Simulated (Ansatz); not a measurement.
The starting structures come from a database of crystals and need not be the phases stable at ambient conditions.

The decay constant κ of evanescent states in the gap governs leakage through a thin film.

Here is the system:

```
CELL_PARAMETERS angstrom
      4.80736     0.00000     0.00000
      0.00000     9.10432     0.00000
      2.40368    -2.19721     4.13858
ATOMIC_POSITIONS crystal
  Ba 0.85757 0.25000 0.00000
  Ba 0.14243 0.75000 0.00000
  S  0.51531 0.97964 0.67668
  S  0.48469 0.02036 0.32332
  S  0.19199 0.52036 0.32332
  S  0.80801 0.47964 0.67668
```

Space group of this cell: C2/c. The cell is taken as given.

Transport runs along the normal of the first two printed cell vectors.

No gap correction and no spin-orbit coupling; mid-gap values are interpolated between computed energies.

Task: Predict the band gap and the smallest decay constant κ at mid-gap from r2SCAN run with Ansatz (an electronic-structure program).

Result: Gap 1.98 eV on a 8×4×8 mesh; κ = 0.229 1/Å, at (0.500, 0.500) of the in-plane reciprocal vectors. At the zone centre, at the nearest computed energy, the slowest state has κ = 0.24 1/Å.
